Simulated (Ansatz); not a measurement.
Start from CdS in the wurtzite structure (space group P6_3mc, No. 186; a = 4.1966 Å, c = 6.8302 Å). Axes: x lies along a and z along c of the hexagonal cell.

Method: Ansatz (a first-principles code), PBE, PAW, cutoff 420 eV, no SOC, earlier PAW set.

Strains are applied to the cell and any free atomic positions relax; under biaxial strain the out-of-plane vector relaxes too.

One change was made to it. Results:

| quantity | base | after |
|---|---|---|
| band gap | 1.11 eV | 1.42 eV |
| pressure (mean of the normal stresses, compression positive) | 0.00 GPa | 9.93 GPa |
| electron mass | 0.12 mₑ along c, 0.13 mₑ across (at Γ) | 0.14 mₑ along c, 0.15 mₑ across (at Γ) |

Name the change that was made.
(A) isotropic strain +1.41 %
(B) biaxial strain +2.80 %, plane normal [001], relaxed out of plane
(C) biaxial strain −1.49 %, plane normal [001], relaxed out of plane
(D) isotropic strain −4.45 %

D, isotropic strain −4.45 %. For comparison, the band gap in the other runs: biaxial strain +2.80 %, plane normal [001], relaxed out of plane gives 1.00 eV; biaxial strain −1.49 %, plane normal [001], relaxed out of plane gives 1.09 eV; isotropic strain +1.41 % gives 1.01 eV.

Effective masses come from finite differences of ±0.01 Å⁻¹. Stability against distortions was not tested.
